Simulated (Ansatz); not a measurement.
The parent structure is SiC in the zinc blende structure (space group F-43m, No. 216).

```xyz
2
Lattice="0.0000 2.1782 2.1782 2.1782 0.0000 2.1782 2.1782 2.1782 0.0000" Properties=species:S:1:pos:R:3 pbc="T T T"
Si     0.0000     0.0000     0.0000
C      1.0891     1.0891     1.0891
```

Cartesian axes are those of the cell as printed.

Level of theory: r2SCAN (Ansatz, an electronic-structure program, PAW, scalar-relativistic without spin-orbit coupling).

For the base:

- Valence-band top at Γ: 0.00, 0.00, 0.00 eV
- Pressure: 0.00 GPa
- Valley order: X along ⟨100⟩ 1.71 eV

Modification: biaxial strain +1.00 %, plane normal [001], relaxed out of plane (Cartesian); in-plane vectors clamped, the third vector and the atoms free.

Question: What happens to the valence-band top at Γ, pressure, valley order and hole mass?

Answer: The valence-band top at Γ (three highest levels, from the VBM) goes from 0.00, 0.00, 0.00 eV to 0.00, -0.11, -0.11 eV; the pressure (mean of the normal stresses, compression positive) goes from zero to -2.97 GPa; the valley order (the lowest conduction-band minima on the path, energy above the VBM, named in the base's zone) goes from X along ⟨100⟩ 1.71 eV to X along [001] 1.55 eV; X along [100] 1.70 eV; the hole mass comes out as 0.35 mₑ out of plane, 0.56 mₑ in plane (at Γ).

The levels and masses belong to the bands next to the band gap. Masses are band curvatures over ±0.01 Å⁻¹ around the edge. Whether these cells are dynamically stable was not tested.
